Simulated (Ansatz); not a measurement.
B12As2 (R-3m, No. 166, 14 atoms in the cell; start mp-624), treated with r²SCAN in Ansatz (plane waves, PAW).

Numerical settings: plane-wave cutoff 560 eV, 8×8×8 k mesh, Fermi–Dirac smearing 0.01 eV, scalar-relativistic PAW data made under PBE.

Cell (relaxed at this level):

AsB₆ has the trigonal space group R-3m, hexagonal axes (No. 166), Pearson symbol hR14. Cell: a = 6.132 Å, b = 6.132 Å, c = 11.896 Å, α = 90.00°, β = 90.00°, γ = 120.00°. B1 on 18h is surrounded by 6 B at 1.770–1.900 Å. B2 on 18h is surrounded by 5 B at 1.729–1.811 Å and 1 As at 1.997 Å. As on 6c is surrounded by 3 B at 1.997 Å and 1 As at 2.388 Å (tetrahedral). (Neighbours: up to the widest gap in distance over summed covalent radii, below 1.35, at either atom.)
(The calculation used a cell of 14 atoms; values per cell refer to that cell.)

Q: Estimate the band gap, smallest direct gap on the k points sampled and direct gap at Γ that the calculation returns.

A: 
- band gap = 2.88 eV (indirect)
- smallest direct gap on the k points sampled = 2.97 eV
- direct gap at Γ = 4.87 eV

Spin–orbit coupling is not included.

Static lattice: no zero-point or thermal effects.

Cost on a shared machine: very roughly 110 core-seconds.

A start named mp-… is a Materials Project structure, which need not be a measured phase.

Ansatz is a quantum-chemistry and plane-wave program.
